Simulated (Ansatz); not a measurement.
## CdSe under load (space group I-4m2): band-edge transport data

Data:

```yaml
crystal:
  lattice:
    - [0.00000, 3.14609, 2.94723]
    - [3.14609, 0.00000, 2.94723]
    - [3.14609, 3.14609, 0.00000]
  atoms:
    - { symbol: Cd, position: [0.00000, 0.00000, 0.00000] }
    - { symbol: Se, position: [0.75000, 0.75000, 0.75000] }
```

Calculation: r2SCAN with spin-orbit coupling, rigid bands (plane waves, PAW; Ansatz, a first-principles code). Condition of this run: biaxial stress xx = yy = -1 GPa (compression positive) (the target of the relaxation). Geometry: cell and atoms relaxed with r2SCAN, then loaded as said.

```
Property                                                                                                                                                             Result
---------------------------------------------------------------------------------------------------------------------------------------  ----------------------------------
band gap                                                                                                                                                            0.82 eV
electron conductivity mass (300 K, dilute)                                                                                               0.103 (x), 0.103 (y), 0.096 (z) mₑ
hole conductivity mass (300 K, dilute)                                                                                                      0.76 (x), 0.76 (y), 0.33 (z) mₑ
effective density of states N_c (300 K)                                                                                                                         7.5e17 cm⁻³
effective density of states N_v (300 K)                                                                                                                         8.9e18 cm⁻³
density-of-states mass, electrons                                                                                                                                  0.097 mₑ
density-of-states mass, holes                                                                                                                                       0.50 mₑ
Seebeck coefficient, n-type 1e19 cm⁻³, 300 K                                                                                                                       -65 μV/K
best n-type power factor at 300 K for τ = 10 fs (best axis; densities from 1e16 to 1e21 cm⁻³ tried, whether or not they can be reached)        1.20 μW/(cm·K²) at 3e18 cm⁻³
Seebeck coefficient, p-type 1e19 cm⁻³, 300 K                                                                                                                       247 μV/K
```

Rigid bands; masses and Seebeck coefficients take one relaxation time τ for all states and one kind of carrier; polarons and phonon drag are left out.
